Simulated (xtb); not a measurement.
xtb 6.7.1, GFN2-xTB: B(Me)(Ph)2 (CB(c1ccccc1)c1ccccc1), 27 atoms. The geometry is a generated start, not checked to be a minimum at this level.

```json
{
  "run_flags": "--grad",
  "method": "GFN2-xTB",
  "--acc": "1 (default)",
  "--etemp (K)": "300 (default)",
  "basis_functions": "69",
  "valence_electrons": "68"
}
```

```xyz
27

B     -0.0990     0.1676     1.0305
C     -0.2269     0.3377     2.5927
H     -0.4938    -0.6164     3.0478
H     -0.9678     1.0648     2.9119
H      0.7290     0.6151     3.0351
C      0.9824    -0.8129     0.4652
C      1.8542    -0.4049    -0.5492
C      2.8408    -1.2423    -1.0351
C      2.9619    -2.5310    -0.5408
C      2.0968    -2.9680     0.4481
C      1.1337    -2.1134     0.9526
H      1.7622     0.5963    -0.9481
H      3.5163    -0.8980    -1.8033
H      3.7254    -3.1913    -0.9259
H      2.1785    -3.9755     0.8322
H      0.4680    -2.4684     1.7270
C     -1.0295     0.9248     0.0332
C     -1.5979     2.1692     0.3269
C     -2.4424     2.8069    -0.5618
C     -2.7656     2.2052    -1.7673
C     -2.2197     0.9727    -2.0836
C     -1.3567     0.3508    -1.2010
H     -1.3562     2.6507     1.2635
H     -2.8592     3.7733    -0.3136
H     -3.4385     2.6977    -2.4531
H     -2.4653     0.4970    -3.0222
H     -0.9309    -0.6075    -1.4616
```

One run each on 1 thread. Values of broydamp tried: 0.02, 0.05, 0.1, 0.2, 0.4 (default), 0.6, 0.8, 1.

Q: Predict the course of the SCC iterations along this series.

A: Fewest SCC iterations, within one of each other: 0.2 with 14, 0.4 (default) with 13, 0.6 with 13. The count rises to 24 at 0.02. All converge to one solution.

```json
[
 {"broydamp": "0.02", "SCC iterations": "24", "end": "same solution"},
 {"broydamp": "0.05", "SCC iterations": "21", "end": "same solution"},
 {"broydamp": "0.1", "SCC iterations": "17", "end": "same solution"},
 {"broydamp": "0.2", "SCC iterations": "14", "end": "same solution"},
 {"broydamp": "0.4 (default)", "SCC iterations": "13", "end": "same solution"},
 {"broydamp": "0.6", "SCC iterations": "13", "end": "same solution"},
 {"broydamp": "0.8", "SCC iterations": "16", "end": "same solution"},
 {"broydamp": "1", "SCC iterations": "16", "end": "same solution"}
]
```
